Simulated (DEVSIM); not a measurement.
System: Si p-i-n diode, at 300 K.

Layer 1 from the left is Si, thickness (μm) 0.110, Na (cm⁻³) 4e17, τn (s) 1.6e-6, τp (s) 1.6e-6. Layer 2 from the left is Si, thickness (μm) 39.0, Nd (cm⁻³) 1.7e12, τn (s) 1.6e-6, τp (s) 1.6e-6. Layer 3 from the left is Si, thickness (μm) 3.30, Nd (cm⁻³) 5.3e17, τn (s) 1.6e-6, τp (s) 1.6e-6.

Left contact: ohmic. Right contact: ohmic. Voltage is applied to the left contact. Recombination: SRH at mid-gap, radiative, Auger. Mobility is constant in doping.

The device is made up for the run: typed textbook-type constants, with dimensions and the other settings drawn at random. Values at 300 K.

Si: gap (eV) 1.124, affinity (eV) 4.05, permittivity 11.7, Nc (cm⁻³) 2.86e19, Nv (cm⁻³) 3.1e19, μn (cm²/Vs) 1417, μp (cm²/Vs) 470, B (cm³/s) 4.7e-15, Cn (cm⁶/s) 2.8e-31, Cp (cm⁶/s) 9.9e-32.

DEVSIM, 1D drift-diffusion, Boltzmann statistics, complete ionisation; no tunnelling, impact ionisation, image-force lowering or self-heating.

Problem. What does the simulation give for the potential step across the device at zero bias, the dark forward voltage at 1 A/cm², the dark forward voltage at 100 A/cm²?

Solution. potential step across the device at zero bias 0.908 V; dark forward voltage at 1 A/cm² 0.597 V; dark forward voltage at 100 A/cm² 0.799 V.
